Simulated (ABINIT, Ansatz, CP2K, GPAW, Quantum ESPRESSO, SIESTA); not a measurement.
# One structure in several programs: ScBPt3 (Pm-3m, 5 atoms in the cell)

Self-consistent single point, at a second geometry (lattice scaled by 0.98). First geometry:

```xyz
5
Lattice="4.2703 0.0000 0.0000 0.0000 4.2703 0.0000 0.0000 0.0000 4.2703" Properties=species:S:1:pos:R:3 pbc="T T T"
Sc     0.0000     0.0000     0.0000
B      2.1351     2.1351     2.1351
Pt     0.0000     2.1351     2.1351
Pt     2.1351     0.0000     2.1351
Pt     2.1351     2.1351     0.0000
```

Shared settings, as Ansatz (a program for electronic structure) writes them: kpoints.mp_grid.grid = 5 5 5; scf.occupations.method = gaussian; scf.occupations.width = 0.05 eV. Potentials and cutoffs stand in the table.

```csv
code,model,ΔF from the first geometry (meV/atom),pressure (GPa),cutoff
GPAW,"PBEsol, GPAW PAW datasets PBEsol (made by gpaw-setup)",-15.7,–,950 eV
SIESTA,"GGA PBEsol, numerical atomic orbitals TZP, PseudoDojo PBEsol standard norm-conserving potentials (rewritten from UPF to PSML)",-30.6,0.53,grid 400 Ry
Quantum ESPRESSO,"PBEsol, PseudoDojo standard norm-conserving (PBESOL) pseudopotentials",-16.9,3.19,85 Ry
Ansatz,"PBEsol, PAW files made with PBE",-16.5,3.20,420 eV
CP2K,"PBEsol, GPW, DZVP-MOLOPT-SR-GTH basis, GTH-PBE potentials (GTH_POTENTIALS)",-13.8,3.94,grid 600 Ry
ABINIT,"PBEsol, norm-conserving pseudopotentials (PseudoDojo nc-sr-04 PBEsol standard)",-16.9,3.18,84 Ry
```

A dash marks a value that a program does not give, or that is left out as unsure.

On Ansatz's run: spin-orbit coupling is off. Spin polarisation is off.

The spread over the programs that give each value: ΔF from the first geometry within 16.8 meV/atom; pressure within 3.41 GPa.

SIESTA and CP2K use small atom-centred bases, whose incompleteness enters pressures, forces and empty levels differently from a plane-wave cutoff. Ansatz's pressure is given at a fixed set of plane waves, as the other plane-wave codes print theirs; with its correction for the finite basis it is 3.28 GPa. The pressure of GPAW is left out: its cutoff lies under the one at which its stress was checked. In the pressure, SIESTA (by 2.66) lies more than 1 GPa from the median of the plane-wave programs.

The starting cell comes from a database of computed structures (which also holds hypothetical and non-ambient phases and stackings), without a prior relaxation at this level. Its lattice was rescaled by a random factor within 2.5 % of one. For this run, on top of that: lattice scaled by 0.98.

Left out of this page: Elk and FLEUR (not drawn, or without a comparable value).

Keys are those of Ansatz 0.2.
